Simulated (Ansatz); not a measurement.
Take PbSe in the rock salt structure (space group Fm-3m, No. 225) as the base.

```xyz
2
Lattice="0.0000 3.0890 3.0890 3.0890 0.0000 3.0890 3.0890 3.0890 0.0000" Properties=species:S:1:pos:R:3 pbc="T T T"
Se     0.0000     0.0000     0.0000
Pb     3.0890     3.0890     3.0890
```

Cartesian axes are those of the cell as printed.

The values are results of plane-wave PAW DFT at the r2SCAN level (Ansatz, an electronic-structure program, 500 eV), spin-orbit coupling left out, not measurements.

Perturbation: uniaxial strain ε_zz = +3.59 %, all other strain components held at zero; the atoms relax in the strained cell.

### Question
Predict the stress tensor and what it implies for the stiffness.

### Answer
Stress of the strained cell less that of the base (GPa, compression positive):
```
  -0.47    0.00    0.00
   0.00   -0.47    0.00
   0.00    0.00   -3.62
```

Then −Δσ_ii/ε with ε = 0.0359 gives secant stiffness values (nonlinear terms included at this strain): C33 ≈ 101 GPa, C13 ≈ 13 GPa and C23 ≈ 13 GPa.

As a check, the harmonic strain energy −½ V₀ Δσ:ε is 12 meV/atom; the computed energy rise is 13 meV/atom.

Whether these cells are dynamically stable was not tested.
